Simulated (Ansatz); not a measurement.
# Element substitutions in BeS

Consider BeS in the zinc blende structure (space group F-43m, No. 216; a = 4.869 Å).

Each row replaces one element on all its sites; cell and atoms are relaxed.

The values are results of r2SCAN (Ansatz, a quantum-chemistry and plane-wave program), no SOC, not measurements.

| change | density | band gap | shortest interatomic distance |
|---|---|---|---|
| base | 2.36 g/cm³ | 3.59 eV | 2.108 Å |
| Be → Cu | … | zero | … |
| Be → Zn | 4.14 g/cm³ | 2.70 eV | 2.334 Å |
| S → Pd | 6.29 g/cm³ | zero | 2.147 Å |

Question: Complete the table.

Answer: 
- Be → Cu, density: 4.61 g/cm³
- Be → Cu, shortest interatomic distance: 2.237 Å

Whether these cells are dynamically stable was not tested. As relaxed here, BePd is a hypothetical phase, not in the database extracts checked. For CuS in this form, whether it has been made was not checked. All final runs are without spin polarisation. An odd electron count without spin: CuS.
